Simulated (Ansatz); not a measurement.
Nb3Au (Pm-3n, No. 223, 8 atoms in the cell; start mp-2752), treated with r²SCAN in Ansatz (plane waves, PAW).

Numerical settings: plane-wave cutoff 560 eV, 10×10×10 k mesh, Fermi–Dirac smearing 0.05 eV, no spin polarisation, scalar-relativistic PAW data made under PBE.

Cell (relaxed at this level):

```xyz
8
Lattice="5.2170 0.0000 0.0000 0.0000 5.2170 0.0000 0.0000 0.0000 5.2170" Properties=species:S:1:pos:R:3 pbc="T T T"
Nb     2.6085     1.3043     0.0000
Nb     2.6085     3.9128     0.0000
Nb     1.3043     0.0000     2.6085
Nb     3.9128     0.0000     2.6085
Nb     0.0000     2.6085     1.3043
Nb     0.0000     2.6085     3.9128
Au     2.6085     2.6085     2.6085
Au     0.0000     0.0000     0.0000
```

Q: Predict the bulk modulus.

A: 
- bulk modulus: 193 GPa

Note: the run has no spin polarisation, so it can have missed a magnetic state; the bulk modulus is −V dP/dV from two relaxed cells at ±2 % in volume; the relaxation could not lower the start's symmetry, so the cell can be a saddle point above a distorted one.

Spin–orbit coupling is not included; it can shift volumes and moduli of such heavy elements.

Static lattice: no zero-point or thermal effects.

Computing time: around 6 core-minutes (rough).

A start named mp-… is a Materials Project structure, which need not be a measured phase.

Ansatz is a first-principles code.
